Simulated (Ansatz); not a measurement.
Base system: GaAs in the zinc blende structure (space group F-43m, No. 216).

```xyz
2
Lattice="0.0000 2.8334 2.8334 2.8334 0.0000 2.8334 2.8334 2.8334 0.0000" Properties=species:S:1:pos:R:3 pbc="T T T"
As     4.2500     4.2500     4.2500
Ga     0.0000     0.0000     0.0000
```

Cartesian axes are those of the cell as printed.

Calculations: Kohn–Sham DFT with the r2SCAN functional, run in Ansatz (a first-principles code) with PAW and 500 eV plane waves, no SOC.

Strains are applied to the cell and any free atomic positions relax; under biaxial strain the out-of-plane vector relaxes too.

One change was made to it. Results:

The band gap grows by 0.11 eV, from 0.96 eV to 1.07 eV; the energy increases by 5.2 meV/atom.

Which of these changes matches the shifts?
A) isotropic strain −4.97 %
B) biaxial strain −1.44 %, plane normal [111], relaxed out of plane
C) tensor shear ε_xz = −0.70 %
D) uniaxial strain ε_xx = +2.17 %
E) tensor shear ε_xz = +3.59 %

B, biaxial strain −1.44 %, plane normal [111], relaxed out of plane. For comparison, the band gap in the other runs: tensor shear ε_xz = +3.59 % gives 0.55 eV; isotropic strain −4.97 % gives 1.45 eV; uniaxial strain ε_xx = +2.17 % gives 0.74 eV; tensor shear ε_xz = −0.70 % gives 0.90 eV.

Stability against distortions was not tested.
